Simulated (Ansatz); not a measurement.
Effect of biaxial strain −2.50 %, plane normal [001], relaxed out of plane on Si

The parent structure is Si in the diamond structure (space group Fd-3m, No. 227; a = 5.402 Å). Axes: x, y, z lie along the cube axes.

One thing is altered: compressive biaxial strain of 2.50 % in the plane normal to [001], as in epitaxy on a mismatched substrate; the out-of-plane cell vector and the atoms relax.

Level of theory: LDA/PAW in Ansatz (an electronic-structure program), no spin-orbit coupling. Γ-centred 11×11×11 mesh, Fermi–Dirac width 0.05 eV.

```csv
quantity,base,changed,shift
volume per atom,19.71 Å³,19.10 Å³,-0.602 Å³
space group,Fd-3m (No. 227),I4_1/amd (No. 141),–
shortest interatomic distance,2.339 Å,2.316 Å,-0.023 Å
energy relative to the base (free energy F),0 meV/atom,+14 meV/atom,+14 meV/atom
band gap,0.45 eV,0.15 eV,-0.30 eV
gap character,–,"indirect, Γ → Γ–X (88 % along)",–
electron mass,"0.93 mₑ along k, 0.19 mₑ across (off the special points)","0.91 mₑ along k, 0.19 mₑ across (off the special points)",–
"valence-band top at Γ (three highest levels, from the VBM)","0.00, 0.00, 0.00 eV","0.00, 0.00, -0.34 eV",–
"valley order (the lowest conduction-band minima on the path, energy above the VBM, named in the base's zone)","a point along ⟨100⟩, about 1.0 Å⁻¹ from Γ 0.45 eV; L along ⟨111⟩ 1.48 eV","a point along [100], about 1.0 Å⁻¹ from Γ 0.15 eV; a point along [001], about 1.0 Å⁻¹ from Γ 0.55 eV; L along [1-1-1] 1.38 eV",–
out-of-plane strain,–,+1.98 %,–
ratio −ε⊥/ε∥,–,0.79,–
mean in-plane stress (compression positive),–,+4.7 GPa,–
```

Final structure (turned so that z lies along the plane normal):

```yaml
crystal:
  lattice:
    - [3.72436, 0.00000, 0.00000]
    - [0.00000, 3.72436, 0.00000]
    - [1.86218, -1.86218, 2.75452]
  atoms:
    - { symbol: Si, position: [0.00000, 0.00000, 0.00000] }
    - { symbol: Si, position: [0.75000, 0.75000, 0.50000] }
```

Effective masses come from finite differences of ±0.01 Å⁻¹. Along k means along the line from Γ to the band edge. Whether these cells are dynamically stable was not tested. A zero or small gap of Si under biaxial strain −2.50 %, plane normal [001], relaxed out of plane can be the functional's error rather than a property of the material. k-point labels follow each cell's own Brillouin zone.
